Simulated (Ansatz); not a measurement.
Input and output of a self-consistent single point for SrC2 (P1, 6 atoms in the cell) (Ansatz, a first-principles code).

Method of the run: LDA (PW92), default PAW files made with PBE (plane waves; Ansatz).

```
SrC2
1.0
    3.54678    -2.22691     0.00000
    3.54678     2.22691     0.00000
   -2.39740     0.00000     7.45146
Sr C
2 4
Direct
  0.18110   0.82344   0.75671
  0.82117   0.17883   0.25000
  0.42227   0.12839   0.55761
  0.57773   0.87161   0.44239
  0.87161   0.57773   0.94239
  0.12839   0.42227   0.05761
```

Reference input (self-consistent single point, DFT, LDA (PW92), plane waves, default PAW files made with PBE): basis.ecutwfc = 420 eV; kpoints.mp_grid.grid = 7 7 4; hamiltonian.xc = lda; hamiltonian.pseudopotentials = {kind: paw} (the program's default PAW files); scf.occupations.method = fermi_dirac; scf.occupations.width = 0.01 eV. This run's input differs from it in these lines:

Ansatz 0.2 input:
```diff
@@ -16,3 +16,4 @@
   mp_grid:
-    grid: [7, 7, 4]
+    grid: [10, 10, 5]
+    shift: [0.5, 0.5, 0.5]
 hamiltonian:
```

The program printed (abridged):

```
SCF iter   1: F=—  HF=-7859.803150 eV  |F-HF|=—  |Δ(HF+E_count)|=         —  Δρ=6.44e-3  dr2=4.94e-2  ethr=1.77e-3  ⟨swp⟩=9.9  Hψ=39982  notcnv=0
all-band conjugate gradients solve this SCF's bands
preconditioner: auto → Resta (q_TF=auto, 2.239 Å⁻¹)
SCF iter   2: F=—  HF=-7859.788960 eV  |F-HF|=—  |Δ(HF+E_count)|=   1.42e-2  Δρ=2.95e-3  dr2=7.61e-3  ethr=1.37e-4  ⟨swp⟩=2.9  Hψ=11512  notcnv=0  defer=412
   [... lines left out ...]
SCF iter   4: F=—  HF=-7859.786767 eV  |F-HF|=—  |Δ(HF+E_count)|=   4.71e-5  Δρ=1.02e-4  dr2=1.67e-5  ethr=1.01e-6  ⟨swp⟩=2.1  Hψ=9619  notcnv=0  defer=417
SCF iter   5: F=—  HF=-7859.786771 eV  |F-HF|=—  |Δ(HF+E_count)|=   3.54e-6  Δρ=5.94e-5  dr2=5.69e-6  ethr=4.65e-8  ⟨swp⟩=2.0  Hψ=7912  notcnv=0  defer=417
SCF iter   6: F=—  HF=-7859.786771 eV  |F-HF|=—  |Δ(HF+E_count)|=   4.13e-7  Δρ=2.98e-5  dr2=1.45e-6  ethr=1.58e-8  ⟨swp⟩=2.0  Hψ=7879  notcnv=0  defer=417
SCF iter   7: F=-7859.786770 eV  HF=-7859.786770 eV  |F-HF|=2.35e-8  |Δ(HF+E_count)|=   1.49e-7  Δρ=7.64e-6  dr2=8.45e-8  ethr=2.78e-10  ⟨swp⟩=10.5  Hψ=34324  notcnv=0
SCF 1 converged in 7 iterations: F = -7859.786770 eV  dr2 = 8.45e-8
Free energy (F): -7859.786770 eV
Internal energy: -7859.786770 eV  (E = F + TS)
E sigma→0 (E₀):  -7859.786770 eV
Fermi energy:    4.915351 eV
--- Forces (eV/Å), atoms counted from 1 ---
  atom   1  Sr    -0.00359238    -0.04056458    -0.27063807
  atom   2  Sr    -0.00481727     0.04038522     0.14736197
  atom   3  C     -0.07261159    -0.29503184    -0.14566157
  atom   4  C      0.07645436     0.30467368     0.20301068
  atom   5  C      0.07462979    -0.31809431     0.35167000
  atom   6  C     -0.06998395     0.30865294    -0.28553171
--- Stress (GPa, compression-positive) ---
       -4.144078      -0.074273      -0.217119
       -0.074273      -4.966506       0.007991
       -0.217119       0.007991      -4.734037
  P = ⅓ Tr σ = -4.6149 GPa (-46.149 kbar)
  The stress holds the Pulay correction. Without it, at fixed plane waves, as pw.x and ABINIT print it: P = -4.8317 GPa
```

The run converged in 7 iterations. Against the reference run the free energy is nearly the same (within 1 meV/atom), the pressure stays at -4.61 GPa, the largest force stays at 0.480 eV/Å and the gap on the mesh goes from 2.204 to 2.109 eV.

The starting cell comes from a database of computed structures (which also holds hypothetical and non-ambient phases and stackings), without a prior relaxation at this level. Its lattice was rescaled by up to half a per cent. One atom was moved a little off its site on purpose. Ansatz's pressure includes its estimate of the finite-basis (Pulay) stress. The shifted mesh does not hold Γ, so a gap read on it misses any band edge there.

Cost on one core of a shared machine: roughly 70 s.
